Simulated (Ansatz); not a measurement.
**Ca2CuO3 (space group Immm, No. 71)**

Ca2CuO3 is taken in the orthorhombic space group Immm (No. 71), Pearson symbol oI12. Lattice parameters: a = 3.233 Å, b = 3.777 Å, c = 12.001 Å, α = β = γ = 90.00°. Ca on 4j sees 1 O at 2.287 Å and 6 O at 2.410–2.489 Å. Cu on 2d is coordinated by 4 O at 1.888–1.925 Å (square planar). O1 on 2a is coordinated by 2 Cu at 1.888 Å and 4 Ca at 2.410 Å (octahedral). O2 on 4j sees 1 Cu at 1.925 Å and 1 Ca at 2.287 Å and 4 Ca at 2.489 Å (octahedral). (Neighbours: up to the widest gap in distance over summed covalent radii, below 1.35, at either atom; cation-cation and far metal-metal contacts left out.)
(The calculation used a cell of 6 atoms; values per cell refer to that cell.)

All numbers come from Ansatz (a program for electronic structure) PBEsol, spin-orbit coupling left out. Settings: 16×16×16 k-points, 0.05 eV Fermi–Dirac smearing.

| Item | Result |
|---|---|
| Volume per atom | 12.21 Å³ |
| Density | 4.35 g/cm³ |
| Band gap | zero |
| Total energy | -1977.438 eV/atom (σ→0; compares only within this code and set-up) |

Stability against distortions was not tested. No Hubbard U is applied and the magnetic state is the run's own (Ca2CuO3 not spin-polarised); other magnetic orders, which need larger cells, were not tried and can change the gap. The final runs are not spin-polarised. An odd electron count without spin: Ca2CuO3.
